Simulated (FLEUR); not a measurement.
Input and output of a self-consistent single point for SrP2Os2 (I4/mmm, 5 atoms in the cell) (FLEUR).

Method: PBEsol, all-electron FLAPW (FLEUR), scalar-relativistic valence run with FLEUR.

The change in words: lattice scaled by 0.98. Reference geometry:
```
CELL_PARAMETERS angstrom
     -2.02943     2.02943     5.69928
      2.02943    -2.02943     5.69928
      2.02943     2.02943    -5.69928
ATOMIC_POSITIONS crystal
  Sr 0.00000 0.00000 0.00000
  P  0.34985 0.34985 0.00000
  P  0.65015 0.65015 0.00000
  Os 0.75000 0.25000 0.50000
  Os 0.25000 0.75000 0.50000
```

Reference input (self-consistent single point, DFT, PBEsol, all-electron FLAPW (FLEUR), scalar-relativistic valence): Kmax = 4.1 1/bohr; GmaxXC = 14.3 1/bohr; xcFunctional = PBEs; jspins = 1; l_soc = F; mode = hist; fermiSmearingEnergy = 0.00367493 Htr; mesh (inpgen div1-3) = 7 7 7; inpgen gamma flag = false; Gmax = 14.3 1/bohr; numbands = 0; maxIterBroyd = 99. This run's input differs from it in these lines:

```diff
@@ -3,5 +3,5 @@
 &input film=f /
--3.8350668891 3.8350668891 10.7700783076
-3.8350668891 -3.8350668891 10.7700783076
-3.8350668891 3.8350668891 -10.7700783076
+-3.7583647954 3.7583647954 10.5546759855
+3.7583647954 -3.7583647954 10.5546759855
+3.7583647954 3.7583647954 -10.5546759855
 1.0
@@ -47,5 +47,5 @@
          <bravaisMatrix>
-            <row-1>   -3.8350668891000002     3.8350668891000002    10.7700783076000004</row-1>
-            <row-2>    3.8350668891000002    -3.8350668891000002    10.7700783076000004</row-2>
-            <row-3>    3.8350668891000002     3.8350668891000002   -10.7700783076000004</row-3>
+            <row-1>   -3.7583647953999999     3.7583647953999999    10.5546759854999994</row-1>
+            <row-2>    3.7583647953999999    -3.7583647953999999    10.5546759854999994</row-2>
+            <row-3>    3.7583647953999999     3.7583647953999999   -10.5546759854999994</row-3>
          </bravaisMatrix>
```

Output, abridged:

```
 Iteration:     1   Distance:      11.84409897 me/bohr^3
 Iteration:     2   Distance:      11.03031365 me/bohr^3
 Iteration:     3   Distance:       6.82261695 me/bohr^3
 Iteration:     4   Distance:       5.27356311 me/bohr^3
 Iteration:     5   Distance:       3.15442325 me/bohr^3
   [... 10 lines left out ...]
 Iteration:    16   Distance:       0.00012362 me/bohr^3
 Iteration:    17   Distance:       0.00004150 me/bohr^3
 Iteration:    18   Distance:       0.00001080 me/bohr^3
 Iteration:    19   Distance:       0.00000170 me/bohr^3
 Reset of history
 Run finished successfully
 Stop message:
   Structural relaxation: new displacements generated

[file out, last iteration]
             iter=     20
[...]
          total density-effective poten   -6.6602886735E+04
          total charge density-energy d   -8.2131211583E+02
 Updated energy parameters for spin:           1
[...]
 fermi energy and band-weighting factors:

[...]
FERMIE:
          first approx. to ef    (T=0)  :   0.443533 htr   (energy of the highest occ. eigenvalue)
          number of occ. states  (T=0)  :        957
          first approx. to seigv (T=0)  : -10.182448 htr
          sum of weights of occ. states :  24.023324
          sum of semicore charge        :   0.000000 e
FERHIS:  Fermi-Energy by histogram:
          bandgap                     :   0.001244 htr
   [... lines left out ...]
          charge neutrality (T=0)     :   0.046647    (zero if the highest occ. eigenvalue is "entirely" occupied)
     EF_NEWTON:  Adjust Fermi-Energy by Newton-Method.
 Direct bandgap for spin            1 :    5.4017940312204304E-003  Htr
 ---->    free energy=                    -38415.2107746188 htr
   [... lines left out ...]
 TOTAL FORCE FOR ATOM TYPE=  1  X=  0.000   Y=  0.000   Z=  0.000
                       FX_TOT= 0.000000 FY_TOT= 0.000000 FZ_TOT= 0.000000
 TOTAL FORCE FOR ATOM TYPE=  2  X=  0.000   Y=  0.000   Z=  7.385
                       FX_TOT= 0.000000 FY_TOT= 0.000000 FZ_TOT= 0.026142
 TOTAL FORCE FOR ATOM TYPE=  3  X=  3.758   Y=  0.000   Z= -5.277
                       FX_TOT= 0.000000 FY_TOT= 0.000000 FZ_TOT= 0.000000
```

The run converged in 19 iterations. FLEUR gives forces in its relaxation mode, with a further iteration, so its stop message speaks of a relaxation. Against the reference run the free energy rises by 21.4 meV/atom and the largest force goes from 0.272 to 1.344 eV/Å.

The starting cell comes from a database of computed structures (which also holds hypothetical and non-ambient phases and stackings), without a prior relaxation at this level. For this run, on top of that: lattice scaled by 0.98. Spin-orbit coupling is off. Spin polarisation is off. Values depend on the basis (sphere radii, cutoffs, local orbitals), which need not be converged. Forces in this geometry exceed 1 eV/Å. The log's line on a gap gives a spacing of levels on this mesh, which the program prints for metals too.

Cost on one core of a shared machine: roughly 4 min.
